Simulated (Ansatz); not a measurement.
Amorphous Hf₁₈O₃₃N₂, 53 atoms at 9.17 g/cm³, one PBE-relaxed geometry, zone centre. Methods: PBE, scalar-relativistic without spin-orbit coupling (Ansatz, a first-principles code); r2SCAN, scalar-relativistic without spin-orbit coupling (Ansatz); HSE06, scalar-relativistic without spin-orbit coupling (Ansatz). Plane waves to 420 eV (r2SCAN 500 eV); exact exchange is cut at the cell's faces. At PBE the levels at the filled edge of the gap are localised (band-tail or defect states), and the nearest spread-out levels lie 3.7 eV apart at the zone centre. All rungs ran without spin polarisation.

A CHGNet melt-quench gave the starting glass, which DFT then relaxed. O and N atoms were pushed apart under 1.9 Å during the dynamics, to hinder bonds among them. The hot cell started wider than the set density and was brought back towards it in steps. It is the lowest in DFT energy of 2 quenches. It is a model cell: composition and starting density were chosen by hand, and all elements were melted together. No dispersion term was used. Its density started from a set value of 9.17 and ended at 9.17 g/cm³. The simulated quench (nominally 450 K/ps over its main leg) is rapid and tends to freeze in more defects than a deposited or slowly cooled glass has. Values belong to this one cell and scatter from quench to quench. The volume was held where the preparation left it and the shape relaxed, at a PBE pressure of -1.1 GPa (tension). Stress components on the final sampling reach 1.1 GPa.

The relaxation ran on the zone centre alone. At PBE the level gap is 3.34 eV on a 2×2×2 Γ-centred mesh, and the spacing at the zone centre alone 3.37 eV.

**Question.** What zone-centre spacing does r2SCAN give, roughly?

**Answer.** 3.77 eV (+0.40 eV against PBE).

**Question.** What zone-centre spacing does HSE06 give, roughly?

**Answer.** 4.67 eV (+1.30 eV against PBE).

The highest filled and the lowest empty state spread over these numbers of atoms (participation numbers): PBE: 4.9 and 38.2; r2SCAN: 4.6 and 37.4; HSE06: 4.3 and 39.1.
